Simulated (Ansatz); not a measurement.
# Pressure series in ZnS

Start from ZnS in the wurtzite structure (space group P6_3mc, No. 186; a = 3.7822 Å, c = 6.2077 Å).

Cell and atoms are relaxed at each pressure.

All numbers come from Ansatz (a quantum-chemistry and plane-wave program), PBEsol, PAW, cutoff 420 eV, no spin-orbit coupling.

Two rows of this table had their results exchanged by mistake.

```json
[
 {"pressure": "pressure −2 GPa", "volume per atom (Å³)": "19.75", "shortest distance (Å)": "2.340", "band gap": "2.04 eV"},
 {"pressure": "pressure −1 GPa", "volume per atom (Å³)": "19.48", "shortest distance (Å)": "2.329", "band gap": "2.10 eV"},
 {"pressure": "pressure 0.9 GPa", "volume per atom (Å³)": "18.27", "shortest distance (Å)": "2.280", "band gap": "2.38 eV"},
 {"pressure": "pressure 2.1 GPa", "volume per atom (Å³)": "18.74", "shortest distance (Å)": "2.300", "band gap": "2.27 eV"},
 {"pressure": "pressure 4.5 GPa", "volume per atom (Å³)": "19.01", "shortest distance (Å)": "2.310", "band gap": "2.20 eV"},
 {"pressure": "pressure 9 GPa", "volume per atom (Å³)": "17.51", "shortest distance (Å)": "2.249", "band gap": "2.56 eV"},
 {"pressure": "pressure 15 GPa", "volume per atom (Å³)": "16.71", "shortest distance (Å)": "2.213", "band gap": "2.76 eV"},
 {"pressure": "pressure 22.5 GPa", "volume per atom (Å³)": "15.91", "shortest distance (Å)": "2.175", "band gap": "2.96 eV"},
 {"pressure": "pressure 30 GPa", "volume per atom (Å³)": "15.27", "shortest distance (Å)": "2.143", "band gap": "2.91 eV"}
]
```

Which two?

The rows for pressure 0.9 GPa and pressure 4.5 GPa: the volume has to fall steadily with pressure, so 19.01 Å³ belongs to pressure 0.9 GPa and 18.27 Å³ to pressure 4.5 GPa.

Load acts through the strain it causes; cell and atoms are relaxed under it. No phonon test of stability was made. Tetrahedral semiconductors of this kind turn to denser phases somewhere between about 1 and 50 GPa; those were not computed, so compressed cells here can lie past the real transition.
